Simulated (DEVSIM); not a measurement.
System: illuminated Si p-on-n cell, one wavelength, at 300 K.

Layer 1 from the left is Si, thickness (μm) 0.540, Na (cm⁻³) 6.3e17, τn (s) 2e-6, τp (s) 8.1e-8, absorption coefficient (cm⁻¹) 25000. Layer 2 from the left is Si, thickness (μm) 140, Nd (cm⁻³) 9.7e16, τn (s) 2.9e-6, τp (s) 2.9e-6, absorption coefficient (cm⁻¹) 25000.

Left contact: ohmic, minority electron recombination velocity 100 cm/s. Right contact: ohmic, minority hole recombination velocity 10 cm/s. Voltage is applied to the left contact. Recombination: SRH at mid-gap, radiative, Auger. Gap narrowing is on: ΔEg = 6.92 meV × (l + √(l² + 0.5)), l = ln(N/1.3e17 cm⁻³), shared equally by both band edges. Light enters at the left, 5.4e18 photons cm⁻² s⁻¹, one pass, no reflection. Mobility is μmin + (μ − μmin)/(1 + (N/Nref)^α).

This is a model device: material constants are rounded textbook-type values typed into the input, and sizes, dopings and lifetimes were drawn at random. Values at 300 K.

Si: gap (eV) 1.124, affinity (eV) 4.05, permittivity 11.7, Nc (cm⁻³) 2.86e19, Nv (cm⁻³) 3.1e19, μn (cm²/Vs) 1417, μp (cm²/Vs) 470, μn,min 52, μp,min 45, Nref,n 9.7e16, Nref,p 2.2e17, αn 0.68, αp 0.72, B (cm³/s) 4.7e-15, Cn (cm⁶/s) 2.8e-31, Cp (cm⁶/s) 9.9e-32.

Simulated with DEVSIM: 1D drift-diffusion, Boltzmann statistics, complete ionisation; no tunnelling, impact ionisation, image-force lowering or self-heating.

Task: What does the simulation give for the dark forward voltage at 1 A/cm², the open-circuit voltage, the short-circuit current, the dark forward voltage at 100 A/cm²?

Result: dark forward voltage at 1 A/cm² 0.742 V; open-circuit voltage 0.736 V; short-circuit current 862 mA/cm²; dark forward voltage at 100 A/cm² 0.920 V.
